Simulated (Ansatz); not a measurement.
## SrO, response to strain

Consider SrO in the rock salt structure (space group Fm-3m, No. 225).

```cif
data_OSr
_chemical_formula_sum 'Sr1 O1'
_space_group_name_H-M_alt 'P 1'
_space_group_IT_number 1
_cell_length_a 3.67336
_cell_length_b 3.67336
_cell_length_c 3.67336
_cell_angle_alpha 60.000
_cell_angle_beta 60.000
_cell_angle_gamma 60.000
loop_
_space_group_symop_operation_xyz
  'x, y, z'
loop_
_atom_site_label
_atom_site_type_symbol
_atom_site_fract_x
_atom_site_fract_y
_atom_site_fract_z
_atom_site_occupancy
Sr1 Sr 0.00000 0.00000 0.00000 1
O1 O 0.50000 0.50000 0.50000 1
```

Strains are applied to the cell and any free atomic positions relax.

Method: PBE (Ansatz, a first-principles code, PAW, without spin-orbit coupling).

Candidates:
(a) isotropic strain +2.00 %
(b) isotropic strain +1.00 %
(c) isotropic strain +0.50 %
(d) isotropic strain −2.50 %

Notes on the quantities. energy relative to the base: free energy F.

Question: Order them by energy relative to the base, lowest first.

Answer: (c) isotropic strain +0.50 % (+1.0 meV/atom), (b) isotropic strain +1.00 % (+4.0 meV/atom), (a) isotropic strain +2.00 % (+16 meV/atom), (d) isotropic strain −2.50 % (+28 meV/atom)

Stability against distortions was not tested.
